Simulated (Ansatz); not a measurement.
BeS under load (space group I-4m2), r2SCAN with spin-orbit coupling, rigid bands run with Ansatz (a quantum-chemistry and plane-wave program). Condition of this run: biaxial stress xx = yy = 2 GPa (compression positive) (the target of the relaxation). Band gap 3.44 eV, N_c = 1.31e19 cm⁻³ and N_v = 2.30e19 cm⁻³ at 300 K, conductivity masses along x (a = (0.00, 2.41, 2.45) Å; b = (2.41, 0.00, 2.45) Å; c = (2.41, 2.41, 0.00) Å) of 0.427 mₑ (electrons) and 0.699 mₑ (holes). Take k_BT = 0.02585 eV.

Problem. A film of it is 5 nm thick, with its normal along the direction named. Estimate the confinement energies in an infinite well.

Solution. ħ²π²/(2m t²) = 0.376 eV·nm²/(m/mₑ × t²) gives 35.2 meV for electrons and 21.5 meV for holes, so the gap would widen to about 3.50 eV. Finite barriers and nonparabolic bands lower this, and with several valleys or bands the heaviest mass along the normal sets the lowest level, not this average.

Problem. Find the intrinsic carrier density and the intrinsic Fermi level.

Solution. n_i = √(N_c N_v) exp(−E_g/2k_BT) = 1.74e19 × exp(−66.53) = 2.2e-10 cm⁻³. The level lies (k_BT/2) ln(N_v/N_c) = 7 meV from mid-gap (positive towards the conduction band). Each 0.1 eV added to the gap lowers n_i by a factor of 6.9.

Problem. What thermal injection velocity √(2k_BT/πm) limits a ballistic channel along the direction named?

Solution. 8.23e6 cm/s for electrons and 6.44e6 cm/s for holes, a ratio of √(m_h/m_e) = 1.28, for dilute carriers.

Rigid bands with the computed gap; masses take one relaxation time for all states.
